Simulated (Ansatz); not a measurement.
**A computed series for BeTe: response to strain**

The parent structure is BeTe in the zinc blende structure (space group F-43m, No. 216; a = 5.6568 Å).

Strains are applied to the cell and any free atomic positions relax.

Method: r2SCAN, PAW, 500 eV (Ansatz, a program for electronic structure; spin-orbit coupling left out).

Notes on the quantities. energy relative to the base: free energy F.

| isotropic strain (%) | energy relative to the base (meV/atom) |
|---|---|
| 0 | 0.0 |
| 0.5 | 0.9 |
| 1 | 3.6 |
| 1.5 | 8.1 |
| 2 | 14.2 |
| 2.5 | ? |
| 3 | 31.0 |

Task: Fit ΔE = Aε² + Bε³ (ε in %) to the rows shown and predict the withheld row.

Result: Least squares on the printed values gives A = 3.75 and B = -0.10 meV/atom (largest residual 0.0 meV/atom); this predicts 21.8 meV/atom, and the run gives 21.8 meV/atom, in agreement.

No phonon test of stability was made.
